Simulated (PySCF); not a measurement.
PySCF 2.14.0, PBE/def2-svp, df: Hf(Cl)(H)3 ([Cl][HfH3]), 5 atoms. The geometry is a generated start, not checked to be a minimum at this level.

```yaml
task: energy
method: pbe
basis: def2-svp
two_electron_scheme: density fitting
mol.max_memory: 3000 MB
mf.max_cycle: 100
mf.diis_space: 8 (default)
mf.conv_tol: 1e-09 (default)
mf.grids.level: 3 (default)
effective_core_potentials: those of the basis set, past Kr
basis_functions: 65
grid_points: 72096
```

```xyz
5

Hf     0.1347    -0.0547     0.1065
Cl    -1.6500     0.6639    -1.2915
H      1.6829     0.5582    -0.7205
H     -0.1785     0.7414     1.7568
H      0.0108    -1.9088     0.1488
```

Charge 0 and multiplicity 1 are set for this test and not shown to be the ground state.

With the defaults (mf.DIIS = CDIIS, mf.diis = true, mf.init_guess = minao, mf.diis_damp = 0, mf.damp = 0, mf.diis_start_cycle = 1, mf.level_shift = 0) it converges in 11 Fock builds. One run each on 2 threads, 1 BLAS thread, with these changes:
- mf.level_shift = 0.3 Hartree
- mf.diis_damp = 0.3
- mf.diis = false
- mf.damp = 0.7, mf.diis_start_cycle = 8
- mf.damp = 0.3, mf.diis_start_cycle = 4
- mf.level_shift = 1 Hartree
- mf.DIIS = ADIIS
- mf.init_guess = mod_huckel
- mf.DIIS = EDIIS

Q: Which runs fail or end elsewhere than the default run?

A: No convergence: mf.DIIS = EDIIS; mf.diis = false (the run ends without SCF convergence in 100 cycles). The rest reach the solution of the defaults.

```csv
setting,Fock builds,end
the defaults,11,same solution
mf.diis_damp = 0.3,11,same solution
mf.init_guess = mod_huckel,15,same solution
"mf.damp = 0.7, mf.diis_start_cycle = 8",16,same solution
"mf.damp = 0.3, mf.diis_start_cycle = 4",18,same solution
mf.level_shift = 0.3 Hartree,19,same solution
mf.DIIS = ADIIS,21,same solution
mf.level_shift = 1 Hartree,46,same solution
mf.DIIS = EDIIS,101,no convergence
mf.diis = false,101,no convergence
```
